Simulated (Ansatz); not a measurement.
Pd: Pd → Re

Consider Pd in the fcc (Cu type) structure (space group Fm-3m, No. 225; a = 3.876 Å).

The change: every Pd is replaced by Re; the structure is relaxed again.

Level of theory: PBEsol in Ansatz (plane waves to 420 eV, PAW, no spin-orbit coupling). Γ-centred 21×21×21 mesh, Fermi–Dirac width 0.05 eV.

```
quantity                    base          changed      shift
---------------  ---------------  ---------------  ---------
volume per atom         14.55 Å³         14.61 Å³  +0.053 Å³
space group      Fm-3m (No. 225)  Fm-3m (No. 225)          –
band gap                    zero             zero          –
```

No phonon test of stability was made. The final runs are not spin-polarised. This is not the structure that Re has at room temperature and ambient pressure.

Ansatz is a program for electronic structure.
